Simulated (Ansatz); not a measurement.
# Step by step: formation energy of LiSi6 (Cmc2₁) from the elements

Consider the formation energy of LiSi6 (Cmc2₁) from the elements. Reaction: Li (bcc) + 6 Si (diamond) → LiSi6 (Cmc2₁). The sign is products less reactants. The value is per atom of the solid.

LiSi6 (Cmc2₁), 14 atoms in the cell; this is a cell from a database of computed structures that this text hasn't matched to a measured one. Conventional cell: a = 4.0217 Å, b = 10.6576 Å, c = 12.3282 Å, α = β = γ = 90.00°.

Setting: static, neutral cells in Ansatz (PAW) whose structures rest at the PBE level. Ansatz (an electronic-structure program) runs with its default PAW set. Other levels take these structures, unless marked own geometry. A dispersion term (D3(BJ), or D4 for r2SCAN) was computed beside these levels and is taken off wherever the name lacks it.

Total energies of the cells in eV, at zero smearing width. They compare only within one column; the weights balance every element.

```csv
cell,atoms,weight,PBE,r2SCAN (own geometry)
LiSi6 (Cmc2₁),14,+1,-8038.31738,-8077.99512
Li (bcc),1,−2,-204.68678,-205.13397
Si (diamond),2,−6,-1271.61962,-1278.13281
```

PBE: (-8038.31738) − 2 × (-204.68678) − 6 × (-1271.61962) = 0.774 eV; dividing by 14 atoms gives 0.06 eV/atom.

r2SCAN (own geometry): (-8077.99512) − 2 × (-205.13397) − 6 × (-1278.13281) = 1.070 eV; dividing by 14 atoms gives 0.08 eV/atom.

What follows from the PBE value: A formula unit of LiSi6 has 7 atoms, so it forms with 0.0553 × 7 = 0.387 eV, or 37.3 kJ/mol at 96.485 kJ/mol per eV.
